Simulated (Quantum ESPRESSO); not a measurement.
## Several settings converged on a (110) slab of Ag (cut from a parent of space group no. 229; 3 atoms in the cell)

```yaml
crystal:
  lattice:
    - [2.88202, 0.00000, 0.00000]
    - [-3.84269, 2.71719, 0.00000]
    - [0.00000, 0.00000, 18.70630]
  atoms:
    - { symbol: Ag, position: [0.00000, 0.00000, 0.37421] }
    - { symbol: Ag, position: [0.00000, 0.50000, 0.50000] }
    - { symbol: Ag, position: [0.00000, 0.00000, 0.62579] }
```

Base method: LDA (PZ), GBRV 1.5 ultrasoft (LDA) pseudopotentials (plane waves; Quantum ESPRESSO 7.5).

Base settings: ecutwfc = 40 Ry; ecutrho = 320 Ry; occupations = smearing; smearing = fd; degauss = 0.0073499 Ry; mixing_mode = local-TF; potentials = {Ag: ag_lda_v1.4.uspp.F.UPF}; K_POINTS = automatic 9 9 1 0 0 0; conv_thr = 1e-10 Ry; mixing_beta = 0.5.

The count of work is k-points × plane waves × bands × iterations; it is no time. 

**The vacuum**

The mesh stays at the base's, so the ladder's end is converged at best in this setting alone.

Only quantities that move along the ladder and can be compared are tabulated.

| vacuum between outermost atoms (Å) | free energy less the last step's (meV/atom) | largest difference of a force vector from the last step's (eV/Å) |
|---|---|---|
| 3.0 | -149.62 | 0.579 |
| 5.0 | -23.70 | 0.092 |
| 14.0 | 0.02 | 0.000 |
| 30.0 | 0.00 | 0.000 |

Smallest vacuum between outermost atoms (Å) that holds the free energy within 2 meV/atom of the last step, with all finer ones: 14.0; the step before is off by 24 meV/atom.

Smallest vacuum between outermost atoms (Å) that holds the forces within 0.02 eV/Å of the last step, with all finer ones: 14.0; the step before is off by 0.092 eV/Å.

**The plane-wave cutoff**

Moved along: ecutrho.

The mesh stays at the base's, so the ladder's end is converged at best in this setting alone.

Only quantities that move along the ladder and can be compared are tabulated.

| ecutwfc | free energy less the last step's (meV/atom) | largest difference of a force vector from the last step's (eV/Å) | count of work / last |
|---|---|---|---|
| 20 Ry | 12973.37 | 0.217 | 0.13 |
| 28 Ry | 428.28 | 0.005 | 0.21 |
| 40 Ry | 124.56 | 0.002 | 0.36 |
| 80 Ry | 0.00 | 0.000 | 1.0 |

Coarsest ecutwfc that holds the free energy within 5 meV/atom: not settled: the last two steps still differ by 120 meV/atom, over half the tolerance, so the ladder does not show it.

Coarsest ecutwfc that holds the forces within 0.01 eV/Å of the last step, with all finer ones: 28 Ry, at 0.21 of the last step's count of work; the step before is off by 0.22 eV/Å.

On the base run: the starting cell comes from a database of computed structures (which also holds hypothetical and non-ambient phases and stackings), without a prior relaxation at this level. The slab is cut from that crystal, and its faces are unrelaxed. Its lattice was rescaled by up to half a per cent.
